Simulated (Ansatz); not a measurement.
## Ti3Al: Al → P

Start from Ti$_{3}$Al (space group P6_3/mmc, No. 194; a = 5.687 Å, c = 4.608 Å).

Now apply this change: every Al is replaced by P; the structure is relaxed again.

Computed with PBEsol, PAW, 420 eV (Ansatz, an electronic-structure program; no spin-orbit coupling), earlier PAW set. Γ-centred 10×10×11 mesh, Fermi–Dirac width 0.05 eV, for the changed cell.

The volume per atom falls by 1.79 Å³, from 16.13 Å³ to 14.34 Å³ and the density grows by 0.66 g/cm³, from 4.39 g/cm³ to 5.05 g/cm³. The lattice parameter a decreases by 0.230 Å, from 5.687 Å to 5.457 Å and the c/a ratio grows by 0.005 to 0.815. The space group remains P6_3/mmc (No. 194) and the shortest interatomic distance shrinks by 0.1292 Å, from 2.793 Å to 2.663 Å. The band gap is still zero.

Cost of the whole job for the changed cell (relaxation, final SCF and bands): roughly 3 core-minutes.

Stability against distortions was not tested. As relaxed here, Ti3P is a hypothetical phase, not in the database extracts checked. The final runs are not spin-polarised. Ti3P has a high density of states at the Fermi level and may be magnetic at this level.
